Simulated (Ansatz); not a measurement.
A periodic model of amorphous Si24O45N2:

```
N2O45Si24
1.0
   10.23401     0.00000     0.00000
    0.00000    10.23401     0.00000
    0.00000     0.00000    10.23401
Si O N
24 45 2
Direct
  0.76029   0.80295   0.71679
  0.27830   0.71503   0.93294
  0.46919   0.51091   0.95640
  0.14672   0.04943   0.55574
  0.87430   0.55809   0.77911
  0.91989   0.32813   0.98838
  0.79837   0.04392   0.91654
  0.29558   0.84222   0.65652
  0.11364   0.43967   0.67451
  0.43256   0.76767   0.38383
  0.33672   0.93125   0.13121
  0.51277   0.12377   0.99870
  0.86335   0.95323   0.19223
  0.18621   0.44055   0.95711
  0.12355   0.06873   0.25758
  0.63229   0.36305   0.14856
  0.39792   0.12721   0.71623
  0.60217   0.56719   0.68716
  0.38432   0.40167   0.57288
  0.70338   0.07727   0.64320
  0.91493   0.23394   0.55117
  0.88191   0.22837   0.26233
  0.50336   0.48457   0.38829
  0.72641   0.86872   0.43937
  0.03717   0.20533   0.23908
  0.61510   0.72718   0.71623
  0.15206   0.89863   0.60805
  0.38941   0.37217   0.41130
  0.84972   0.71244   0.81640
  0.54225   0.23810   0.11433
  0.81408   0.33108   0.13763
  0.57869   0.82059   0.41403
  0.24324   0.05974   0.15495
  0.01630   0.56146   0.70861
  0.15796   0.37727   0.81405
  0.24223   0.13848   0.64429
  0.01949   0.95139   0.22323
  0.79744   0.85150   0.29537
  0.41017   0.15160   0.88215
  0.65976   0.11321   0.94156
  0.35417   0.77210   0.52257
  0.80098   0.09717   0.23012
  0.86864   0.44992   0.90138
  0.79057   0.21348   0.64800
  0.24383   0.47919   0.59495
  0.80038   0.78975   0.55881
  0.34210   0.41601   0.99279
  0.72410   0.01877   0.49401
  0.01953   0.34233   0.59369
  0.36175   0.85157   0.26716
  0.83708   0.93858   0.03352
  0.41138   0.29131   0.67714
  0.25701   0.84445   0.02231
  0.52071   0.50055   0.80802
  0.06641   0.36779   0.04147
  0.18892   0.05805   0.40062
  0.45007   0.61950   0.32132
  0.99312   0.09550   0.54970
  0.62022   0.41761   0.29650
  0.75433   0.51301   0.68416
  0.90003   0.17821   0.93430
  0.27309   0.73521   0.77505
  0.55325   0.10652   0.66195
  0.85754   0.28339   0.40689
  0.16832   0.60012   0.96599
  0.38222   0.95755   0.71867
  0.59856   0.47818   0.04670
  0.42177   0.66033   0.98088
  0.47492   0.98970   0.07723
  0.77327   0.96813   0.76309
  0.52015   0.50965   0.55447
```

Methods: PBE, scalar-relativistic without spin-orbit coupling (Ansatz, a quantum-chemistry and plane-wave program); r2SCAN, scalar-relativistic without spin-orbit coupling (Ansatz); HSE06, scalar-relativistic without spin-orbit coupling (Ansatz). Neutral PBE cell, which sets geometry, pressure and energy: sampling: a 2×2×2 Γ-centred mesh; Fermi-Dirac width 0.02 eV; no spin polarisation. Exact exchange is cut at the faces of this 10 Å cell, which leaves hybrid gaps a finite-size error.

The cell was made by melting and quenching with the CHGNet potential and then relaxed with DFT. O and N atoms were pushed apart under 1.9 Å during the dynamics, to hinder bonds among them. The hot cell started wider than the set density and was brought back towards it in steps. It is the lowest in DFT energy of 2 quenches. It is a model cell: composition and starting density were chosen by hand, and all elements were melted together. No dispersion term was used. Its density started from a set value of 2.20 and ended at 2.20 g/cm³. The quench (nominally 320 K/ps over its main leg) was far faster than any real one, so the model tends to hold more defects than a real film. One small periodic cell is one sample of the glass; other quenches scatter about these values. The volume was held where the preparation left it.

Task: Give the pressure and the spacing of the highest filled and lowest empty levels.

Result: 
```yaml
Pressure on a 2×2×2 Γ-centred mesh: -1.28 GPa
Largest force and stress component on that mesh (the relaxation ran on the zone centre alone): 0.03 eV/Å and 2.3 GPa
Level gap on a 2×2×2 Γ-centred mesh (PBE): 3.49 eV
Level gap at the zone centre (PBE): 3.49 eV
Level gap at the zone centre (r2SCAN): 4.18 eV
Level gap at the zone centre (HSE06): 5.26 eV
Distance between the nearest levels spread over more than a fifth of the atoms or a third of the atoms of their main element (six at least) (PBE, zone centre): 3.98 eV
```

Task: At PBE and the zone centre, how localised are the states just below and above the Fermi level (participation number: the atoms over which a state spreads)?

Result: The highest filled state is spread over 6.0 atoms' worth, largest on O52, with weights by element (charge in smoothed Voronoi cells) O 0.84, N 0.10, Si 0.06. The lowest empty state is spread over 24.3 atoms' worth, largest on O31, with weights by element (charge in smoothed Voronoi cells) O 0.58, Si 0.40, N 0.02.

At PBE the levels at the filled edge of the gap are localised (band-tail or defect states), and the nearest spread-out levels lie 4.0 eV apart at the zone centre.

Bonds are counted up to Si-Si 2.60 Å, Si-O 2.04 Å, Si-N 2.18 Å, O-O 1.58 Å, O-N 1.64 Å, N-N 1.70 Å. Two cations that share two anions don't count as bonded, nor two that share one unless they lie closer than Si-Si 2.38 Å.

Added carriers, by Ansatz with PBE, scalar-relativistic without spin-orbit coupling on the zone centre alone. Charged cells keep the cell fixed and stand in a uniform background, with no image correction, at a width of 0.01 eV; where the count is odd the moment is locked at 1 μB, unless the neutral cell bore moments. Each starts from the undistorted neutral geometry alone. PBE's self-interaction favours spread-out carriers, so it can miss traps that a hybrid finds.

Task: What happens at PBE when the cell takes an extra electron and the atoms relax?

Result: Relaxation lowers the charged cell by 1.21 eV. The largest moves are O31 0.60 Å, O30 0.58 Å, Si16 0.43 Å, O56 0.32 Å. The level that holds the added charge spreads over 3.5 atoms' worth, most on Si16 (weight 0.51): a localised (trapped) carrier, which neighbours of that atom can share. Bonds broken: Si16-O31. Made neutral again at that geometry, the cell lies +1.62 eV from the neutral start (a closed shell was imposed there, with levels 0.19 eV apart, so this is an upper bound).

Task: What happens at PBE when the cell takes a hole and the atoms relax?

Result: Relaxation lowers the charged cell by 0.32 eV. The largest moves are O52 0.35 Å, O36 0.26 Å, O66 0.22 Å, O63 0.20 Å. The level that was emptied spreads over 6.3 atoms' worth, most on O52 (weight 0.27): a partly localised carrier. No bond crosses its cut-off with a change of over 0.15 Å. Made neutral again at that geometry, the cell lies +0.44 eV from the neutral start.
